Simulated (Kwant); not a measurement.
Model system: GaN/Al0.2Ga0.8N stack with 1 barrier. One parabolic valley. Leads of mass 0.2 mₑ with the band edge at 0; grid 0.1 nm; bias swept from 0.014 to 0.43979 V, dropping linearly over the stack. Emitter Fermi level 0.023 eV, 77 K, equal in the collector.

| layer | thickness (nm) | band offset (eV) | mass (mₑ) |
|---|---|---|---|
| 1 | 2 | 0.35 | 0.22 |

Constants are typed, rounded textbook-type inputs, not results; the design itself was drawn at random and stands for no fabricated device.

Kwant, one-band effective-mass tight-binding model in one dimension, coherent, no space charge, current by the Tsu-Esaki formula.

Q: Tabulate J (A/cm²) against bias (V).

A: 
| bias (V) | J (A/cm²) |
|---|---|
| 0.01400 | 2560 |
| 0.03766 | 4800 |
| 0.06131 | 6180 |
| 0.08497 | 7490 |
| 0.1086 | 8810 |
| 0.1323 | 10200 |
| 0.1559 | 11600 |
| 0.1796 | 13200 |
| 0.2032 | 14800 |
| 0.2269 | 16600 |
| 0.2505 | 18500 |
| 0.2742 | 20500 |
| 0.2979 | 22700 |
| 0.3215 | 25100 |
| 0.3452 | 27700 |
| 0.3688 | 30500 |
| 0.3925 | 33500 |
| 0.4161 | 36800 |
| 0.4398 | 40300 |
